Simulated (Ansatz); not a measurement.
Carrier properties of GaN (P6_3mc)

Here is the system:

```yaml
crystal:
  lattice:
    - [3.24699, 0.00000, 0.00000]
    - [-1.62350, 2.81198, 0.00000]
    - [0.00000, 0.00000, 5.13497]
  atoms:
    - { symbol: Ga, position: [0.33333, 0.66667, 0.99677] }
    - { symbol: Ga, position: [0.66667, 0.33333, 0.49677] }
    - { symbol: N, position: [0.33333, 0.66667, 0.37823] }
    - { symbol: N, position: [0.66667, 0.33333, 0.87823] }
```

Calculation: r2SCAN with spin-orbit coupling, rigid bands (plane waves, PAW; Ansatz, a quantum-chemistry and plane-wave program). Condition of this run: biaxial stress in the c plane of -8 GPa (compression positive) (the target of the relaxation). Cell: cell and atoms relaxed with PBEsol, then loaded as said.

```json
{
 "band_gap": "2.10 eV",
 "electron conductivity mass (300 K, dilute)": "0.183 (x), 0.183 (y), 0.176 (z) mₑ",
 "hole conductivity mass (300 K, dilute)": "1.85 (x), 1.85 (y), 0.37 (z) mₑ",
 "effective density of states N_c (300 K)": "1.9e18 cm⁻³",
 "effective density of states N_v (300 K)": "2.8e19 cm⁻³",
 "density_of_states_mass_electrons": "0.177 mₑ",
 "density_of_states_mass_holes": "1.08 mₑ",
 "Seebeck coefficient, n-type 1e19 cm⁻³, 300 K": "-105 μV/K",
 "best n-type power factor at 300 K for τ = 10 fs (best axis; densities from 1e16 to 1e21 cm⁻³ tried, whether or not they can be reached)": "1.67 μW/(cm·K²) at 1e19 cm⁻³",
 "Seebeck coefficient, p-type 1e19 cm⁻³, 300 K": "318 μV/K"
}
```

Rigid bands; masses and Seebeck coefficients take one relaxation time τ for all states and one kind of carrier; polarons and phonon drag are left out. Geometry: cell and atoms relaxed with PBEsol.
